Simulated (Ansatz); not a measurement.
Take InP (space group P4_2/mnm, No. 136; a = 7.2766 Å, c = 4.2158 Å; a hypothetical phase, not in the database extracts checked) as the base.

All numbers come from plane-wave PAW DFT at the PBE level (Ansatz, a program for electronic structure, 420 eV), scalar-relativistic without spin-orbit coupling.

Before the change:

```
Quantity                            Value
----------------------------  -----------
Gap between the host's bands      0.58 eV
Gap character                 direct at Γ
```

One thing is altered: electron doping at 5.0×10^21 cm⁻³ (1.12 per cell), with a uniform compensating background at fixed cell and a 300 K Fermi–Dirac width.

Problem. Estimate the effect on the Fermi level from band edge.

Solution. The Fermi level relative to the doped band's edge (positive inside the band; to 0.05 eV) comes out as +1.35 eV.

Problem. What happens to the gap between the host's bands?

Solution. The gap between the host's bands falls by 0.041 eV (0.58 eV → 0.53 eV).

Problem. Estimate the effect on the largest internal atomic displacement.

Solution. The largest internal atomic displacement comes out as 0.028 Å.

Problem. How does this affect the gap character?

Solution. The gap character stays direct at Γ.

Charged cell with a jellium background: band edges are those of the host's band count, energies are not comparable with the neutral cell, and many-body gap narrowing is missing. No phonon test of stability was made.
